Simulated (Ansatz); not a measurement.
Input and output of a self-consistent single point for Bi2Ir (Fd-3m, 6 atoms in the cell) (Ansatz, a first-principles code).

Method of the run: PBEsol, default PAW files made with PBE (plane waves; Ansatz).

```
CELL_PARAMETERS angstrom
      0.00000     4.49220     4.49220
      4.49220     0.00000     4.49220
      4.49220     4.49220     0.00000
ATOMIC_POSITIONS crystal
  Bi 0.12500 0.12500 0.12500
  Bi 0.62500 0.12500 0.12500
  Bi 0.12500 0.62500 0.12500
  Bi 0.12500 0.12500 0.62500
  Ir 0.75000 0.75000 0.75000
  Ir 0.50000 0.50000 0.50000
```

Reference input (self-consistent single point, DFT, PBE, plane waves, default PAW files): basis.ecutwfc = 420 eV; kpoints.mp_grid.grid = 9 9 9; hamiltonian.xc = pbe; hamiltonian.pseudopotentials = {kind: paw} (the program's default PAW files); scf.occupations.method = gaussian; scf.occupations.width = 0.1 eV. This run's input differs from it in these lines:

Ansatz 0.2 input:
```diff
@@ -18,3 +18,3 @@
 hamiltonian:
-  xc: pbe
+  xc: pbesol
   pseudopotentials: { kind: paw }
```

Output, abridged:

```
SCF iter   1: F=—  HF=-72556.115268 eV  |F-HF|=—  |Δ(HF+E_count)|=         —  Δρ=5.40e-3  dr2=1.09e-1  ethr=1.77e-3  ⟨swp⟩=7.1  Hψ=7469  notcnv=0
all-band conjugate gradients solve this SCF's bands
preconditioner: auto → Kerker (q_TF=auto, 2.445 Å⁻¹)
SCF iter   2: F=—  HF=-72556.110153 eV  |F-HF|=—  |Δ(HF+E_count)|=   5.12e-3  Δρ=2.93e-3  dr2=3.60e-2  ethr=1.16e-4  ⟨swp⟩=1.0  Hψ=2310  notcnv=0
SCF iter   3: F=—  HF=-72556.107160 eV  |F-HF|=—  |Δ(HF+E_count)|=   2.99e-3  Δρ=3.81e-4  dr2=1.51e-4  ethr=3.83e-5  ⟨swp⟩=1.9  Hψ=1974  notcnv=0
SCF iter   4: F=—  HF=-72556.107242 eV  |F-HF|=—  |Δ(HF+E_count)|=   8.15e-5  Δρ=1.06e-4  dr2=3.14e-5  ethr=1.61e-7  ⟨swp⟩=2.1  Hψ=3465  notcnv=0
SCF iter   5: F=—  HF=-72556.107412 eV  |F-HF|=—  |Δ(HF+E_count)|=   1.70e-4  Δρ=1.85e-5  dr2=1.21e-6  ethr=3.34e-8  ⟨swp⟩=1.9  Hψ=2029  notcnv=0
SCF iter   6: F=—  HF=-72556.107412 eV  |F-HF|=—  |Δ(HF+E_count)|=   2.80e-8  Δρ=6.52e-6  dr2=2.31e-7  ethr=1.06e-10  ⟨swp⟩=9.8  Hψ=9411  notcnv=0
SCF iter   7: F=-72556.107412 eV  HF=-72556.107412 eV  |F-HF|=1.34e-8  |Δ(HF+E_count)|=   3.07e-8  Δρ=1.72e-6  dr2=1.71e-8  ethr=1.06e-10  ⟨swp⟩=4.0  Hψ=5756  notcnv=0
SCF 1 converged in 7 iterations: F = -72556.107412 eV  dr2 = 1.71e-8
Free energy (F): -72556.107412 eV
Internal energy: -72556.077046 eV  (E = F + TS)
E sigma→0 (E₀):  -72556.092229 eV
Entropy (-TS):   -0.030366 eV (-5.061 meV/atom)
Fermi energy:    10.843358 eV
--- Forces (eV/Å), atoms counted from 1 ---
  atom   1  Bi    -0.00000000     0.00000000    -0.00000000
   [... zero for the other atoms too ...]
--- Stress (GPa, compression-positive) ---
       -8.585939       0.000000      -0.000000
       -0.000000      -8.585939       0.000000
        0.000000       0.000000      -8.585939
  P = ⅓ Tr σ = -8.5859 GPa (-85.859 kbar)
  The stress holds the Pulay correction. Without it, at fixed plane waves, as pw.x and ABINIT print it: P = -8.6137 GPa
```

The run converged in 7 iterations. Against the reference run the pressure goes from -5.58 to -8.59 GPa.

The starting cell was generated: these elements placed on a structure prototype, without a prior relaxation; it need not be a known phase or ordering of this composition. Spin polarisation is off. With a pressure of about -9 GPa the cell is away from its equilibrium volume at this level. Ansatz's pressure includes its estimate of the finite-basis (Pulay) stress.
